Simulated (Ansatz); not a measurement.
Seebeck coefficient (μV/K, mean over directions) of n-type SnO₂ (P4_2/mnm) against carrier density, PBEsol with spin-orbit coupling, rigid bands (Ansatz, an electronic-structure program). Computed gap 0.93 eV; densities at which minority carriers matter at this gap, or further valleys turn the trend, are left out. Conductivity mass 0.190 mₑ (harmonic mean over directions), N_c = 2.0e18 cm⁻³ at 300 K.

```tsv
electron density	300 K	500 K
1e16 cm⁻³	-671	-739
1e17 cm⁻³	-473	-541
1e18 cm⁻³	-278	-344
3e18 cm⁻³	-191	[?]
1e19 cm⁻³	-110	[?]
3e19 cm⁻³	-59	-94
1e20 cm⁻³	-29	-48
3e20 cm⁻³	-16	[?]
1e21 cm⁻³	-9	-14
```

Problem. Some entries are withheld; supply them.

Solution. 
- 3e18 cm⁻³, 500 K: -253
- 1e19 cm⁻³, 500 K: -162
- 3e20 cm⁻³, 500 K: -26

Rigid bands with a gap fixed in temperature, one relaxation time for all states, no polarons or phonon drag, and whether or not such doping can be reached.
